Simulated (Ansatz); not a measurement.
Take GaSb in the zinc blende structure (space group F-43m, No. 216; a = 6.214 Å) as the base.

(Cell as relaxed with PBE.)

Levels (all Ansatz, a first-principles code, PAW, earlier PAW set): PBE (420 eV, spin-orbit coupling left out); r2SCAN (500 eV, no spin-orbit coupling).

Each level relaxes its own structure.

| base | PBE | r2SCAN |
|---|---|---|
| volume per atom | 29.99 Å³ | 28.84 Å³ |
| lattice parameter a | 6.214 Å | 6.134 Å |
| band gap | zero | 0.41 eV |

Now apply this change: every Sb is replaced by P, then cell and atoms are relaxed.

```tsv
quantity	PBE	r2SCAN
volume per atom	20.87 Å³	…
band gap	1.58 eV	…
hole mass (degenerate bands, along [100])	0.098, 0.40, 0.40 mₑ (at Γ)	…
```

Problem. What does r2SCAN give?

Solution. 
- volume per atom, r2SCAN: 20.25 Å³
- band gap, r2SCAN: 1.85 eV
- hole mass (degenerate bands, along [100]), r2SCAN: 0.13, 0.37, 0.37 mₑ (at Γ)

PBE's volume per atom lies 0.62 Å³ above r2SCAN's (3.0 %); PBE's band gap lies 0.27 eV below r2SCAN's. Neither level is exact; r2SCAN is the comparison here, not a measurement.

With Sb present, leaving out spin-orbit coupling can change the band edges. Effective masses come from finite differences of ±0.01 Å⁻¹. Stability against distortions was not tested. The final runs are not spin-polarised. A zero or small gap of GaSb can be the functional's error rather than a property of the material.
